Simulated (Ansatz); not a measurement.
A working Ansatz (a program for electronic structure) input for La3Re (P6_3/mmc, 8 atoms in the cell) (DFT, PBE, plane waves, default PAW files):

Ansatz 0.2 input:
```yaml
crystal:
  lattice:
    - [7.273248, 0.000000, 0.000000]
    - [-3.636624, 6.298817, 0.000000]
    - [0.000000, 0.000000, 5.833707]
  atoms:
    - { symbol: La, position: [0.839200, 0.678400, 0.250000] }
    - { symbol: La, position: [0.160800, 0.839200, 0.750000] }
    - { symbol: La, position: [0.321600, 0.160800, 0.250000] }
    - { symbol: La, position: [0.160800, 0.321600, 0.750000] }
    - { symbol: La, position: [0.839200, 0.160800, 0.250000] }
    - { symbol: La, position: [0.678400, 0.839200, 0.750000] }
    - { symbol: Re, position: [0.333333, 0.666667, 0.250000] }
    - { symbol: Re, position: [0.666667, 0.333333, 0.750000] }
kpoints:
  mp_grid: { grid: [5, 5, 6] }
hamiltonian:
  xc: pbe
  pseudopotentials: { kind: paw }
scf:
  occupations: { method: methfessel_paxton, width: 0.05 }
output:
  forces: true
  eigenvalues: true
  stress: true
```

The run converged in 7 iterations: free energy E − TS (on the zero of these files) -59230.8324 eV; Fermi level (on the code's own zero) 11.56 eV; pressure -6.82 GPa; largest force (vector length) 1.800 eV/Å. Each of these slips is then made, one at a time:

(1)
```diff
+  convergence: { dr2_threshold: 1.0e-02 eV }
```

(2)
```diff
-  mp_grid: { grid: [5, 5, 6] }
+  mp_grid: { grid: [1, 1, 1] }
```

Question: How does each altered input end?

Answer: 
(1) A convergence threshold that is too loose. The run converged in 3 iterations, and against the sound input the free energy hardly moves (within 1 meV/atom), the pressure stays at -6.82 GPa and the largest force moves little (1.800 to 1.808 eV/Å).

(2) A single k-point for a small metallic cell. The run converged in 9 iterations without an error; against the sound input the free energy goes down by 378 meV/atom, the pressure goes from -6.82 to -10.77 GPa and the largest force goes from 1.800 to 2.960 eV/Å.

The starting cell was generated: these elements placed on a structure prototype, without a prior relaxation; it need not be a known phase or ordering of this composition. Its lattice was rescaled by a random factor within 2.5 % of one. Spin polarisation is off. In the base run, with a pressure of about -7 GPa the cell is away from its equilibrium volume at this level. In the base run, forces exceed 1 eV/Å. Ansatz's pressure includes its estimate of the finite-basis (Pulay) stress.

Left out of this page: 1 run of the series unsound by tests on forces, stress, charge or solver warnings; 3 runs of the series outside the window shown, repeating another row's setting, or not comparable; 1 run of the series stopped by limits of time or memory.
